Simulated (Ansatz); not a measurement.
Results of PBE0 (PAW; Ansatz, a quantum-chemistry and plane-wave program) for In₂Se₃ (within 0.1 Å of P-3m1, No. 164; cell taken from a computed entry).

Numerical settings: plane-wave cutoff 500 eV, 6×6×2 k mesh (along the axes of the cell as run), gaussian smearing 0.02 eV, scalar-relativistic PAW data made under PBE.

Cell (relaxed with r²SCAN):

```cif
data_In2Se3
_chemical_formula_sum 'In2 Se3'
_space_group_name_H-M_alt 'P-1'
_space_group_IT_number 2
_space_group_name_Hall '-P 1'
_cell_length_a 3.97294
_cell_length_b 3.97343
_cell_length_c 9.86649
_cell_angle_alpha 89.841
_cell_angle_beta 89.919
_cell_angle_gamma 60.021
loop_
_atom_site_label
_atom_site_type_symbol
_atom_site_symmetry_multiplicity
_atom_site_Wyckoff_symbol
_atom_site_fract_x
_atom_site_fract_y
_atom_site_fract_z
_atom_site_occupancy
In1 In 2 i 0.33320 0.33415 0.81060 1
Se1 Se 1 a 0.00000 0.00000 0.00000 1
Se2 Se 2 i 0.33342 0.33148 0.32365 1
```

### Question
Give the computed band gap.

### Answer

- band gap: 1.46 eV (on the SCF k mesh)

Note: cell and atoms aren't relaxed at this level (largest force component 0.17 eV/Å, pressure -0.5 GPa); the cell has widely spaced layers and the level no dispersion term, so their spacing and the moduli can rest on weak binding.

Spin–orbit coupling is not included.

The computed numbers hold no vibrational or temperature effects.
